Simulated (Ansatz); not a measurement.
## BaO in the rock salt structure (space group Fm-3m, No. 225)

```cif
data_Ba4O4
_chemical_formula_sum 'Ba4 O4'
_space_group_name_H-M_alt 'Fm-3m'
_space_group_IT_number 225
_space_group_name_Hall '-F 4 2 3'
_cell_length_a 5.57364
_cell_length_b 5.57364
_cell_length_c 5.57364
_cell_angle_alpha 90.000
_cell_angle_beta 90.000
_cell_angle_gamma 90.000
loop_
_atom_site_label
_atom_site_type_symbol
_atom_site_symmetry_multiplicity
_atom_site_Wyckoff_symbol
_atom_site_fract_x
_atom_site_fract_y
_atom_site_fract_z
_atom_site_occupancy
Ba1 Ba 4 a 0.00000 0.00000 0.00000 1
O1 O 4 b 0.50000 0.50000 0.50000 1
```
(The calculation used a cell of 2 atoms; values per cell refer to that cell.)

Calculations: PBE (Ansatz, a program for electronic structure), spin-orbit coupling left out. Settings: 10×10×10 k-points, 0.05 eV Fermi–Dirac smearing.

```json
{
  "volume_per_atom": "21.64 Å³",
  "density": "5.88 g/cm³",
  "band_gap": "2.10 eV, direct at X",
  "electron_mass": "1.2 mₑ along k, 0.40 mₑ across",
  "Lowest conduction-band minima above the VBM": "X along ⟨100⟩ 2.10 eV; Γ 3.52 eV",
  "total_energy": "-3259.773 eV/atom (σ→0; compares only within this code and set-up)"
}
```

Masses are band curvatures over ±0.01 Å⁻¹ around the edge. Along k means along the line from Γ to the band edge. Whether these cells are dynamically stable was not tested.
